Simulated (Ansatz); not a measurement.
**Co2Si (space group P4/nmm, No. 129; ferromagnetic; a hypothetical phase, not in the database extracts checked)**

```cif
data_Co4Si2
_chemical_formula_sum 'Co4 Si2'
_space_group_name_H-M_alt 'P4/nmm :1'
_space_group_IT_number 129
_space_group_name_Hall 'P 4ab 2ab -1ab'
_cell_length_a 3.40597
_cell_length_b 3.40597
_cell_length_c 5.69396
_cell_angle_alpha 90.000
_cell_angle_beta 90.000
_cell_angle_gamma 90.000
loop_
_space_group_symop_operation_xyz
  'x, y, z'
  '-y+1/2, x+1/2, z'
  '-x, -y, z'
  'y+1/2, -x+1/2, z'
  'x+1/2, -y+1/2, -z'
  '-y, -x, -z'
  '-x+1/2, y+1/2, -z'
  'y, x, -z'
  '-x+1/2, -y+1/2, -z'
  'y, -x, -z'
  'x+1/2, y+1/2, -z'
  '-y, x, -z'
  '-x, y, z'
  'y+1/2, x+1/2, z'
  'x, -y, z'
  '-y+1/2, -x+1/2, z'
loop_
_atom_site_label
_atom_site_type_symbol
_atom_site_symmetry_multiplicity
_atom_site_Wyckoff_symbol
_atom_site_fract_x
_atom_site_fract_y
_atom_site_fract_z
_atom_site_occupancy
Co1 Co 2 a 0.00000 0.00000 0.00000 1
Co2 Co 2 c 0.50000 0.00000 0.34325 1
Si1 Si 2 c 0.00000 0.50000 0.26657 1
```

Method: DFT with PBEsol, PAW potentials and a 420 eV plane-wave cutoff in Ansatz (a quantum-chemistry and plane-wave program), no spin-orbit coupling. Settings: 14×14×8 k-points, 0.05 eV Fermi–Dirac smearing.

- Volume per atom = 11.01 Å³
- Density = 7.34 g/cm³
- Band gap = zero
- Magnetic state = ferromagnetic
- Total energy = -3602.854 eV/atom (σ→0; compares only within this code and set-up)

The magnetic state is the one reached from the starting moments; the real material's order can differ, and small cells can't hold many antiferromagnetic ones. Stability against distortions was not tested.
